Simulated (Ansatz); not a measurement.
Phonon-limited transport in Ba3N (P6_3/mcm)

Consider the following.

```
Ba3N
1.0
    7.54466     0.00000     0.00000
   -3.77233     6.53386     0.00000
    0.00000     0.00000     6.89532
Ba N
6 2
Cartesian
 -2.74787   4.75944   5.17149
 -1.02446   1.77442   1.72383
  2.04893   0.00000   1.72383
  5.49573   0.00000   5.17149
  1.02446   1.77442   5.17149
  2.74787   4.75944   1.72383
  0.00000   0.00000   3.44766
  0.00000   0.00000   0.00000
```

Computed with PBEsol, DFPT electron-phonon coupling, linearised Boltzmann equation (plane waves, PAW, scalar-relativistic; Ansatz, a program for electronic structure). How the cell was made: relaxed with this functional, without spin-orbit coupling.

```
Property                                    Result
--------------------  ----------------------------
resistivity at 300 K  34 (x), 34 (y), 58 (z) μΩ·cm
```

A metal at this level (no band gap). Only scattering by harmonic phonons is included (no impurities, grain boundaries, electron-electron scattering or thermal expansion). Spin-orbit coupling is left out. The run warned that the eigensolver left some states short of its tolerance. Halving the electron mesh (16x16x12) moves the resistivity by up to 9 % at 300 K. Smearing 0.20 eV; phonons on a 2x2x2 q mesh, which this run doesn't test.

Computed structure with no diffraction record at hand here (it may be known, metastable or hypothetical): Ba3N (P6_3/mcm).
